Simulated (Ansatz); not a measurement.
Given:

```
CELL_PARAMETERS angstrom
      0.00000     3.02439     3.08358
      3.02439     0.00000     3.08358
      3.02439     3.02439     0.00000
ATOMIC_POSITIONS crystal
  Ga 0.00000 0.00000 0.00000
  Sb 0.25000 0.25000 0.25000
```

Calculation: r2SCAN with spin-orbit coupling, rigid bands (plane waves, PAW; Ansatz, a quantum-chemistry and plane-wave program). Condition of this run: biaxial stress in (001) of 0.9 GPa (compression positive) (the target of the relaxation). Cell: cell and atoms relaxed with PBEsol, then loaded as said.

Problem. Predict the hole conductivity mass (n e² τ/σ) at 300 K, by direction if it differs.

Solution. 0.21 (x), 0.21 (y), 0.28 (z) mₑ.

Problem. And the band gap?

Solution. 0.32 eV at this level; semilocal functionals usually fall short of the measured gap.

Rigid bands, one relaxation time for all states, no polarons. Geometry: cell and atoms relaxed with PBEsol.
